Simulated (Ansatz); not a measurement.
System: MgCd2P2 (model structure, started from the CaAl2Si2 type, P-3m1, No. 164, 5 atoms in the cell). Method: r²SCAN+SOC (plane waves, PAW; Ansatz, an electronic-structure program).

Settings: plane-wave cutoff 560 eV, 18×18×8 k mesh (along the axes of the cell as run), Fermi–Dirac smearing 0.05 eV, PAW data made under PBE.

Cell (relaxed with PBEsol):

```cif
data_Cd2MgP2
_chemical_formula_sum 'Mg1 Cd2 P2'
_space_group_name_H-M_alt 'P-3m1'
_space_group_IT_number 164
_space_group_name_Hall '-P 3 2"'
_cell_length_a 4.15188
_cell_length_b 4.15188
_cell_length_c 6.71901
_cell_angle_alpha 90.000
_cell_angle_beta 90.000
_cell_angle_gamma 120.000
loop_
_atom_site_label
_atom_site_type_symbol
_atom_site_symmetry_multiplicity
_atom_site_Wyckoff_symbol
_atom_site_fract_x
_atom_site_fract_y
_atom_site_fract_z
_atom_site_occupancy
Mg1 Mg 1 a 0.00000 0.00000 0.00000 1
Cd1 Cd 2 d 0.66667 0.33333 0.36491 1
P1 P 2 d 0.33333 0.66667 0.21759 1
```

Problem. Give the computed band gap.

Solution. 
- band gap = 0.79 eV (on the SCF k mesh)

Note: the relaxation could raise the start's symmetry but not lower it, so the cell can be a saddle point; cell and atoms aren't relaxed at this level (largest force component 0.03 eV/Å, pressure 1.8 GPa).

Computed values are for the static lattice.

A model structure was made by putting elements into a prototype or built by hand; it is no filed structure, need not be a known phase, and can be a saddle point held by its symmetry.
